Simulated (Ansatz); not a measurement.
**InSb under a change: isotropic strain +2.50 %**

Take InSb in the zinc blende structure (space group F-43m, No. 216; a = 6.635 Å) as the base.

Perturbation: the cell is scaled by 1.0250 in all directions, atoms relaxed at fixed cell.

Level of theory: DFT with PBE, PAW potentials and a 420 eV plane-wave cutoff in Ansatz (a first-principles code), scalar-relativistic without spin-orbit coupling. Γ-centred 12×12×12 mesh, Fermi–Dirac width 0.05 eV.

The volume per atom goes up by 2.81 Å³, from 36.51 Å³ to 39.32 Å³ and the space group stays F-43m (No. 216). The energy increases by 21 meV/atom and the pressure goes from zero to -2.3 GPa. The band gap is still zero.

Final structure:

```
InSb
1.0
    0.00000     3.40051     3.40051
    3.40051     0.00000     3.40051
    3.40051     3.40051     0.00000
In Sb
1 1
Cartesian
  0.00000   0.00000   0.00000
  1.70025   1.70025   1.70025
```

With Sb present, leaving out spin-orbit coupling can change the band edges. Whether these cells are dynamically stable was not tested. The final runs are not spin-polarised. The zero or small gap of InSb can change with the level of theory.
